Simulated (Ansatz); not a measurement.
These are PBE (plane waves to 420 eV, PAW; Ansatz, an electronic-structure program) values and carry that method's errors.

Electrostatic potential energy of an electron, averaged over planes parallel to the surface, in eV from the Fermi level, for a constructed model of the (110) surface of bcc Fe, ferromagnetic, a layer of Co in place of the second plane (bottom of the slab: a bare face, its two planes held):

(z (Å), V (eV)): (3.76, 4.80); (4.04, 4.80); (4.33, 4.80); (4.62, 4.79); (4.91, 4.78); (5.20, 4.76); (5.49, 4.71); (5.78, 4.62); (6.07, 4.42); (6.36, 4.02); (6.64, 3.22); (6.93, 1.60); (7.22, -2.24); (7.51, -9.91); (7.80, -16.46); (8.09, -18.10); (8.38, -14.20); (8.67, -6.68); (8.96, -1.47); (9.24, -3.17); (9.53, -10.38); (9.82, -16.71); (10.11, -18.02); (10.40, -13.73); (10.69, -6.06); (10.98, -1.15); (11.27, -3.00); (11.56, -10.26); (11.84, -16.65); (12.13, -18.02); (12.42, -13.79); (12.71, -6.16); (13.00, -1.25); (13.29, -3.19); (13.58, -10.51); (13.87, -16.85); (14.16, -18.14); (14.44, -13.88); (14.73, -6.24); (15.02, -1.36); (15.31, -3.39); (15.60, -11.16); (15.89, -18.09); (16.18, -19.32); (16.47, -14.14); (16.76, -5.93); (17.04, -1.63); (17.33, -4.83); (17.62, -12.36); (17.91, -17.64); (18.20, -17.66); (18.49, -12.37); (18.78, -4.38); (19.07, 0.79); (19.36, 2.82); (19.64, 3.83); (19.93, 4.32); (20.22, 4.57); (20.51, 4.69); (20.80, 4.75); (21.09, 4.77); (21.38, 4.79); (21.67, 4.80); (21.96, 4.80); (22.24, 4.80); (22.53, 4.80)

Set-up: 6 atoms, 9.9 Å thick at the start (thin: gaps and levels are the slab's own); mesh 16x16x1; 0.1 eV smearing; dipole correction on; 2 atoms held, the rest relaxed; held to the start's symmetry, so lower structures may exist; spin-polarised, ending with about 14.1 μB a cell; orders that need a larger cell were not tried, no spin-orbit, no U. It is one candidate, not shown to be the stable structure of the face.

The vacuum level lies 4.80 eV above the Fermi level over the top face and 4.80 eV above it under the bottom face.
